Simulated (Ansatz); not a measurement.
Consider a 16-atom cell of (Si,Ge) started in the hexagonal diamond (lonsdaleite) structure, site fractions Si 0.250, Ge 0.750, short-range order 0.00 among the nearest mixed sites (0 is random, a negative value favours unlike neighbours), space group C2/c at the end, an ordered arrangement that its symmetry holds. Its start:

```yaml
crystal:
  lattice:
    - [-3.99567, 0.00000, -6.60582]
    - [3.99853, 0.00000, -6.60755]
    - [3.99710, -6.92274, -0.00086]
  atoms:
    - { symbol: Ge, position: [0.30190, 0.63643, 0.16365] }
    - { symbol: Ge, position: [0.79777, 0.14006, 0.15955] }
    - { symbol: Ge, position: [0.30509, 0.62533, 0.67312] }
    - { symbol: Si, position: [0.80120, 0.13672, 0.67222] }
    - { symbol: Ge, position: [0.70223, 0.35994, 0.34045] }
    - { symbol: Ge, position: [0.19810, 0.86357, 0.33635] }
    - { symbol: Si, position: [0.69880, 0.36328, 0.82778] }
    - { symbol: Ge, position: [0.19491, 0.87467, 0.82688] }
    - { symbol: Ge, position: [0.88821, 0.54962, 0.34045] }
    - { symbol: Ge, position: [0.38826, 0.05008, 0.33635] }
    - { symbol: Ge, position: [0.88196, 0.54845, 0.82688] }
    - { symbol: Si, position: [0.37898, 0.05894, 0.82778] }
    - { symbol: Ge, position: [0.11174, 0.44992, 0.16365] }
    - { symbol: Ge, position: [0.61179, 0.95038, 0.15955] }
    - { symbol: Si, position: [0.12102, 0.44106, 0.67222] }
    - { symbol: Ge, position: [0.61804, 0.95155, 0.67312] }
```

The mixing enthalpy is taken against the end members in the hexagonal diamond (lonsdaleite) type (which need not be the stable form of every end member), relaxed in the same cell and mesh.

These are r2SCAN (plane waves to 500 eV, PAW; Ansatz, an electronic-structure program) values and carry that method's errors. Spin–orbit coupling is left out. Its k-point mesh 4×4×4, Fermi–Dirac width 0.01 eV.

| end member | weight | volume per atom (Å³) |
|---|---|---|
| Si | 0.250 | 20.16 |
| Ge | 0.750 | 22.83 |

Q: Predict the alloy's volume, bond lengths and mixing enthalpy.

A: The volume per atom comes out as 22.03 Å³. The Ge–Ge bonds is 2.446 Å on average, from 2.427 to 2.463 (18), the Ge–Si bonds is 2.412 Å on average, from 2.405 to 2.423 (12) and the Si–Si bonds is 2.365 Å on average, from 2.365 to 2.365 (2). The mixing enthalpy per site of the mixed sublattice is 7 meV and the departure of the mean lattice parameter from Vegard's line is -0.2 %.
